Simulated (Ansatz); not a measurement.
The parent structure is BaTiO3 (space group P4mm, No. 99).

```
BaTiO3
1.0
    3.97275     0.00000     0.00000
    0.00000     3.97275     0.00000
    0.00000     0.00000     4.11229
Ti Ba O
1 1 3
Cartesian
  1.98638   1.98638   1.85989
  0.00000   0.00000   3.84168
  1.98638   1.98638   3.68161
  1.98638   0.00000   1.69480
  0.00000   1.98638   1.69480
```

All numbers come from r2SCAN in Ansatz (plane waves to 500 eV, PAW, no spin-orbit coupling), earlier PAW set.

Before the change:

Band gap: 2.23 eV
Smallest direct gap: 2.70 eV
Shortest interatomic distance: 1.822 Å

Modification: a hydrostatic pressure of 9 GPa.

Task: What does the calculation give for the band gap, smallest direct gap and shortest interatomic distance after the change?

Result: The band gap rises by 0.071 eV (2.23 eV → 2.31 eV); the smallest direct gap decreases by 0.24 eV to 2.46 eV; the shortest interatomic distance goes up by 0.061 Å to 1.883 Å.

Load acts through the strain it causes; cell and atoms are relaxed under it. Whether these cells are dynamically stable was not tested. Competing high-pressure phases were not computed. The final runs are not spin-polarised.

Ansatz is a first-principles code.
